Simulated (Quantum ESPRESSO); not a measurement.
Quantum ESPRESSO run on Mg₅Sn (P1, 6 atoms in the cell): self-consistent single point.

Level of theory: PBEsol, GBRV 1.5 ultrasoft (PBESOL) pseudopotentials (plane waves; Quantum ESPRESSO).

```xyz
6
Lattice="5.5940 0.0000 0.0000 -2.7970 4.8445 0.0000 0.0000 0.0000 5.0301" Properties=species:S:1:pos:R:3 pbc="T T T"
Mg    -0.9371     1.6471    -0.0310
Mg     1.8557     0.0122     0.0230
Mg     1.8529     3.1978     0.0022
Mg     2.8054     1.6427     2.5068
Mg    -0.0007     3.2123     2.5583
Sn     0.0178    -0.0231     2.4857
```

Reference input (self-consistent single point, DFT, PBEsol, plane waves, GBRV 1.5 ultrasoft (PBESOL) pseudopotentials): ecutwfc = 40 Ry; ecutrho = 200 Ry; occupations = smearing; smearing = methfessel-paxton; degauss = 0.0099958 Ry; potentials = {Mg: mg_pbesol_v1.4.uspp.F.UPF, Sn: sn_pbesol_v1.4.uspp.F.UPF}; K_POINTS = automatic 4 4 4 0 0 0; conv_thr = 1e-11 Ry; mixing_beta = 0.7. This run's input differs from it in these lines:

```diff
@@ -11,4 +11,4 @@
     ntyp = 2,
-    ecutwfc = 40,
-    ecutrho = 200,
+    ecutwfc = 60,
+    ecutrho = 300,
     occupations = 'smearing',
```

Output, abridged:

```
     Self-consistent Calculation

     iteration #  1     ecut=    60.00 Ry     beta= 0.70

     total energy              =    -784.13351171 Ry
     estimated scf accuracy    <       1.54955932 Ry

     iteration #  2     ecut=    60.00 Ry     beta= 0.70

     total energy              =    -784.51290986 Ry
     estimated scf accuracy    <       0.07180923 Ry

     iteration #  3     ecut=    60.00 Ry     beta= 0.70

     total energy              =    -784.52031718 Ry
     estimated scf accuracy    <       0.00721852 Ry

   [... 7 blocks of this kind left out ...]

     iteration # 11     ecut=    60.00 Ry     beta= 0.70

     total energy              =    -784.52236555 Ry
     estimated scf accuracy    <          1.1E-11 Ry

     iteration # 12     ecut=    60.00 Ry     beta= 0.70
     End of self-consistent calculation

     the Fermi energy is     6.9621 ev

!    total energy              =    -784.52236555 Ry
     estimated scf accuracy    <          1.8E-12 Ry
     smearing contrib. (-TS)   =      -0.00134643 Ry
     internal energy E=F+TS    =    -784.52101912 Ry

     convergence has been achieved in  12 iterations

     Forces acting on atoms (cartesian axes, Ry/au):

     atom    1 type  1   force =     0.00017938   -0.00521319    0.00420040
     atom    2 type  1   force =     0.00066149   -0.00084851   -0.00284460
     atom    3 type  1   force =     0.00054498    0.00495910   -0.00007340
     atom    4 type  1   force =     0.00017709   -0.00380985    0.00052951
     atom    5 type  1   force =     0.00095134    0.00227939   -0.00462660
     atom    6 type  2   force =    -0.00251428    0.00263306    0.00281469

     Total force =     0.011938     Total SCF correction =     0.000003

          total   stress  (Ry/bohr**3)                   (kbar)     P=       -0.09
  -0.00005013   0.00000108   0.00000271           -7.37        0.16        0.40
   0.00000108  -0.00002586  -0.00000402            0.16       -3.80       -0.59
   0.00000271  -0.00000402   0.00007418            0.40       -0.59       10.91

   JOB DONE.
```

The run converged in 12 iterations. Against the reference run the free energy drops by 27.2 meV/atom, the pressure moves little (0.03 to -0.01 GPa) and the largest force stays at 0.172 eV/Å.

The starting cell comes from a database of computed structures (which also holds hypothetical and non-ambient phases and stackings), without a prior relaxation at this level. Its atoms were displaced at random from the sites of space group no. 189.

Cost on one core of a shared machine: roughly 5 min.
